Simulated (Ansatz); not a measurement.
Reference: CuI (P4/nmm), PBEsol+D3BJ with spin-orbit coupling, rigid bands (plane waves, PAW; Ansatz, a quantum-chemistry and plane-wave program); axes and stresses refer to this cell.

```
CuI
1.0
    3.93308     0.00000     0.00000
    0.00000     3.93308     0.00000
    0.00000     0.00000     5.98051
Cu I
2 2
Direct
  0.50000   0.50000   0.00000
  0.00000   0.00000   0.00000
  0.50000   0.00000   0.28474
  0.00000   0.50000   0.71526
```

The hole mass along z comes out as 0.61 mₑ and the electron mass along z is 0.24 mₑ. The Seebeck coefficient, p-type 1e19 cm⁻³ comes out as 178 μV/K.

### Question
Change: biaxial stress xx = yy = 2 GPa (compression positive). What happens to hole mass along z, electron mass along z, Seebeck coefficient, p-type 1e19 cm⁻³?

### Answer
hole mass along z drops to 0.58 mₑ; electron mass along z falls to 0.22 mₑ; Seebeck coefficient, p-type 1e19 cm⁻³ falls to 170 μV/K.

### Question
Change: uniaxial stress zz = -1 GPa (compression positive). What happens to hole mass along z, electron mass along z, Seebeck coefficient, p-type 1e19 cm⁻³?

### Answer
hole mass along z increases to 0.70 mₑ; electron mass along z falls to 0.23 mₑ; Seebeck coefficient, p-type 1e19 cm⁻³ increases to 186 μV/K.

Masses are for dilute carriers at 300 K, harmonic means over directions unless an axis is named. Seebeck coefficients are for the stated density at 300 K, with one relaxation time for all states and whether or not that doping can be reached. Stresses and pressures are the targets of the relaxation.  The structure type is held under load, also where the real crystal would transform.

Computed structure with no diffraction record at hand here (it may be known, metastable or hypothetical): CuI (P4/nmm). PBEsol with a dispersion correction tends to overbind, so the cell can be several per cent short, in bad cases over ten, which usually narrows a gap: CuI (P4/nmm).
